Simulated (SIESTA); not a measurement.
# Worked example: self-consistent single point of CsLiMnS2 (Imm2, 5 atoms in the cell) in SIESTA

Method of the run: GGA PBEsol, numerical atomic orbitals DZP, PseudoDojo PBEsol standard norm-conserving potentials (rewritten from UPF to PSML) (SIESTA 5.4.2).

Input:

```
# files in the folder: Cs.psml Li.psml Mn.psml S.psml (PseudoDojo PBEsol standard)
SystemName  CsLiMnS2
SystemLabel cslimns2

NumberOfAtoms                5
NumberOfSpecies              4
%block ChemicalSpeciesLabel
  1 55 Cs
  2 3 Li
  3 25 Mn
  4 16 S
%endblock ChemicalSpeciesLabel
LatticeConstant              1.0 Bohr
%block LatticeVectors
    -3.945948459    3.945948459   13.393896891
     3.945948459   -3.945948459   13.393896891
     3.945948459    3.945948459  -13.393896891
%endblock LatticeVectors
AtomicCoordinatesFormat      ScaledCartesian
%block AtomicCoordinatesAndAtomicSpecies
     0.000000000   -0.000000000    0.094480549  1
     3.945948459    0.000000000    6.696948446  2
     0.000000000    3.945948459    6.696948446  3
     0.000000000   -0.000000000   17.648870056  4
     0.000000000   -0.000000000    9.138923727  4
%endblock AtomicCoordinatesAndAtomicSpecies

XC.functional                GGA
XC.authors                   PBEsol
PAO.BasisSize                DZP
PAO.EnergyShift              0.005 Ry
PAO.Polarization.NonPerturbative true
MeshCutoff                   350 Ry
%block kgrid.MonkhorstPack
    4   0   0  0.0
    0   4   0  0.0
    0   0   4  0.0
%endblock kgrid.MonkhorstPack
OccupationFunction           FD
ElectronicTemperature        10.0 meV
Spin                         polarized
%block DM.InitSpin
  1 +0.00
  2 +0.00
  3 +4.00
  4 +0.00
  5 +0.00
%endblock DM.InitSpin

MaxSCFIterations             150
SCF.Mixer.Method             Pulay
SCF.Mixer.Weight             0.1
SCF.Mixer.History            6
SCF.DM.Tolerance             1.0E-04
Diag.ParallelOverK           true
WriteForces                  true
Charge.Mulliken              end
```

Output, abridged:

```
reinit: Reading from file input.fdf

reinit: System Name: CsLiMnS2
reinit: System Label: cslimns2

NOTE on units for spin output:
{S} is the spin magnetic moment, in units of the Bohr magneton,
assuming a g-factor for the electron spin of exactly 2.
The spin magnetic moment is then numerically equal to the charge inbalance,
in units of electrons, between the spin-up and -down channels.

coor:   Atomic-coordinates input format  =     Cartesian coordinates
coor:                                          (in units of alat)

siesta: Atomic coordinates (Bohr) and species
siesta:      0.00000  -0.00000   0.09448  1        1
siesta:      3.94595   0.00000   6.69695  2        2
siesta:      0.00000   3.94595   6.69695  3        3
siesta:      0.00000  -0.00000  17.64887  4        4
siesta:      0.00000  -0.00000   9.13892  4        5

siesta: System type = bulk

initatomlists: Number of atoms, orbitals, and projectors:      5    60    80

siesta: ******************** Simulation parameters ****************************
redata: Spin configuration                          = collinear
redata: Time-Reversal Symmetry                      = T
redata: Number of Atomic Species                    =        4
redata: Mesh Cutoff                                 =   350.0000 Ry
redata: Net charge of the system                    =     0.0000 |e|
redata: Min. number of SCF Iter                     =        0
redata: Max. number of SCF Iter                     =      150
redata: SCF convergence failure will abort job
redata: SCF mix quantity                            = Hamiltonian
redata: Mix DM or H after convergence               =   F
redata: Recompute H after scf cycle                 =   F
redata: Mix DM in first SCF step                    =   T
redata: No kicks to SCF
redata: DM Mixing Weight for Kicks                  =     0.5000
redata: Require Harris convergence for SCF          =   F
   [... lines left out ...]
diag: Used triangular part                          = Lower
diag: Absolute tolerance                            =  0.100E-15
diag: Orthogonalization factor                      =  0.100E-05
diag: Memory factor                                 =  1.0000

superc: Internal auxiliary supercell:     7 x     7 x     9  =     441
superc: Number of atoms, orbitals, and projectors:   2205  26460  35280

                        Single-point calculation

superc: Internal auxiliary supercell:     7 x     7 x     9  =     441
superc: Number of atoms, orbitals, and projectors:   2205  26460  35280

outcell: Unit cell vectors (Ang):
       -2.088106    2.088106    7.087745
        2.088106   -2.088106    7.087745
        2.088106    2.088106   -7.087745

outcell: Cell vector modules (Ang)   :    7.678314    7.678314    7.678314
outcell: Cell angles (23,13,12) (deg):    148.4395    148.4395     45.2370
outcell: Cell volume (Ang**3)        :    123.6156
new_DM -- step:     1
Initializing Density Matrix...

Attempting to read DM from file... Failed...
DM filled with atomic data (user-defined):

InitMesh: MESH = 80 x 80 x 64 = 409600
InitMesh: Mesh cutoff (required, used) =   350.000   433.235 Ry

stepf: Fermi-Dirac step function
        iscf     Eharris(eV)        E_KS(eV)     FreeEng(eV)     dDmax    Ef(eV) dHmax(eV)
   scf:    1    -4371.682887    -4387.958037    -4387.958157  0.897892 -3.835182 15.819367
     spin moment: {S} , |S| = {        0.0        0.0    4.99757 }     4.99757
   scf:    2    -4394.620831    -4391.642405    -4391.642405  0.094534 -4.452293  9.030728
     spin moment: {S} , |S| = {        0.0        0.0    5.00000 }     5.00000
   scf:    3    -4394.585013    -4393.672616    -4393.672616  0.119807 -5.273729  1.867564
     spin moment: {S} , |S| = {        0.0        0.0    5.00000 }     5.00000
   scf:    4    -4393.857116    -4393.826982    -4393.826982  0.074769 -5.061283  1.184437
     spin moment: {S} , |S| = {        0.0        0.0    5.00000 }     5.00000
   scf:    5    -4393.859041    -4393.851064    -4393.851064  0.012664 -4.865328  0.315130
     spin moment: {S} , |S| = {        0.0        0.0    5.00000 }     5.00000
   scf:    6    -4393.809186    -4393.838332    -4393.838332  0.018704 -5.095817  0.976215
     spin moment: {S} , |S| = {        0.0        0.0    5.00000 }     5.00000
   scf:    7    -4393.828753    -4393.851913    -4393.851913  0.017554 -4.952234  0.599476
     spin moment: {S} , |S| = {        0.0        0.0    5.00000 }     5.00000
   scf:    8    -4393.860933    -4393.857522    -4393.857522  0.005890 -4.995993  0.187346
     spin moment: {S} , |S| = {        0.0        0.0    5.00000 }     5.00000
   scf:    9    -4393.855424    -4393.857495    -4393.857495  0.004466 -5.030714  0.194476
     spin moment: {S} , |S| = {        0.0        0.0    5.00000 }     5.00000
   scf:   10    -4393.858391    -4393.858189    -4393.858189  0.002131 -5.009507  0.008800
     spin moment: {S} , |S| = {        0.0        0.0    5.00000 }     5.00000
   scf:   11    -4393.858191    -4393.858190    -4393.858190  0.000091 -5.008648  0.001911
     spin moment: {S} , |S| = {        0.0        0.0    5.00000 }     5.00000
   scf:   12    -4393.858191    -4393.858191    -4393.858191  0.000053 -5.008708  0.000663
     spin moment: {S} , |S| = {        0.0        0.0    5.00000 }     5.00000
SCF Convergence by DM+H criterion
max |DM_out - DM_in|         :     0.0000528482
max |H_out - H_in|      (eV) :     0.0006626254
SCF cycle converged after 12 iterations

Using DM_out to compute the final energy and forces

siesta: E_KS(eV) =            -4393.8582

siesta: E_KS - E_eggbox =     -4393.8582

siesta: Atomic forces (eV/Ang):
     1   -0.000000   -0.000010   -0.072475
     2   -0.000109    0.000110    0.029913
     3    0.000149   -0.000135    0.051963
     4   -0.000081   -0.000116    0.001212
     5    0.000105    0.000078   -0.010643
   Tot    0.000064   -0.000073   -0.000031
   Max    0.072475
   Res    0.024444    sqrt( Sum f_i^2 / 3N )
   Max    0.072475    constrained

Stress tensor Voigt[x,y,z,yz,xz,xy] (kbar):       12.08       12.21       15.02        0.12        0.12       -0.00
(Free)E + p*V (eV/cell)    -4394.8690
Target enthalpy (eV/cell)    -4393.8582

siesta: Program's energy decomposition (eV):
siesta: Ebs     =      -933.922631
siesta: Eions   =      6253.462267
siesta: Ena     =      1070.486158
siesta: Ekin    =      1817.141580
siesta: Enl     =      -156.285228
siesta: Eso     =         0.000000
siesta: Edftu   =         0.000000
siesta: DEna    =        25.677664
siesta: DUscf   =         1.309061
siesta: DUext   =         0.000000
siesta: Ex      =      -833.902203
siesta: Ec      =       -64.822956
siesta: Exc     =      -898.725159
siesta: Eharris =     -4393.858191
siesta: Etot    =     -4393.858191
siesta: FreeEng =     -4393.858191

siesta: Atomic forces (eV/Ang):
siesta:      1   -0.000000   -0.000010   -0.072475
siesta:      2   -0.000109    0.000110    0.029913
siesta:      3    0.000149   -0.000135    0.051963
siesta:      4   -0.000081   -0.000116    0.001212
siesta:      5    0.000105    0.000078   -0.010643
siesta: ----------------------------------------
siesta:    Tot    0.000064   -0.000073   -0.000031

siesta: Stress tensor (static) (eV/Ang**3):
siesta:     0.007540   -0.000001    0.000077
siesta:    -0.000001    0.007618    0.000077
siesta:     0.000077    0.000077    0.009374

siesta: Cell volume =        123.615565 Ang**3

siesta: Pressure (static):
   [... lines left out ...]
siesta:         -13.10157888        -14.16440200  kBar
   [... lines left out ...]
              0.073

Species: Li
Atom  Qatom  Qorb
               1s      2s      2s      2py     2pz     2px
   2  1.616   0.996   0.321  -0.090   0.124   0.140   0.126

Species: Mn
Atom  Qatom  Qorb
               3s      4s      4s      3py     3pz     3px     4py     4pz
               4px     3dxy    3dyz    3dz2    3dxz    3dx2-y2 3dxy    3dyz
               3dz2    3dxz    3dx2-y2
   3  4.784   0.981   0.050   0.007   1.002   1.001   1.002   0.096   0.092
              0.093   0.079   0.122   0.052   0.121   0.164  -0.010  -0.019

             -0.007  -0.019  -0.023

Species: S
Atom  Qatom  Qorb
               3s      3s      3py     3pz     3px     3py     3pz     3px
               3dxy    3dyz    3dz2    3dxz    3dx2-y2
   4  3.238   0.825   0.042   0.839   0.893   0.810  -0.060  -0.096  -0.052
              0.006   0.009   0.005   0.012   0.005
   5  3.226   0.825   0.042   0.803   0.879   0.828  -0.047  -0.087  -0.053
              0.005   0.012   0.005   0.009   0.004

mulliken: Qtot =       17.000

Mulliken Atomic Populations:
Atom #   charge [q] valence [e]      Sz [e]  Species
     1     0.718891    8.281109    0.008821  Cs
     2    -0.196752    3.196752   -0.034422  Li
     3     0.749142   14.250858    4.683002  Mn
     4    -0.646282    6.646282    0.170446  S
     5    -0.624999    6.624999    0.172152  S
 Total    -0.000000                5.000000
```

The run converged in 12 iterations.

The starting cell comes from a database of computed structures (which also holds hypothetical and non-ambient phases and stackings), without a prior relaxation at this level. Its lattice was rescaled by up to half a per cent. One atom was moved a little off its site on purpose. With one magnetic atom in the cell only a parallel order is possible. Values carry the incompleteness of an atom-centred basis.

Cost on one core of a shared machine: roughly 90 s.
